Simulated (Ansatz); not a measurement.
Base system: AlN in the wurtzite structure (space group P6_3mc, No. 186; a = 3.1067 Å, c = 4.9785 Å). Axes: x lies along a and z along c of the hexagonal cell.

It is then changed as follows: uniaxial stress, 2 GPa tension along z; all other stress components relax to zero.

Levels (all Ansatz, a quantum-chemistry and plane-wave program, PAW): r2SCAN (500 eV, no spin-orbit coupling); HSE06 (420 eV, without spin-orbit coupling).

The geometry is relaxed with r2SCAN.

| Quantity | Value |
|---|---|
| r2SCAN band gap | 4.88 eV |

With HSE06 at the same geometry, the band gap rises by 0.72 eV (4.88 eV → 5.60 eV).

Single points use the geometry relaxed with r2SCAN. Load acts through the strain it causes; cell and atoms are relaxed under it. Stability under load was not tested beyond the relaxation.
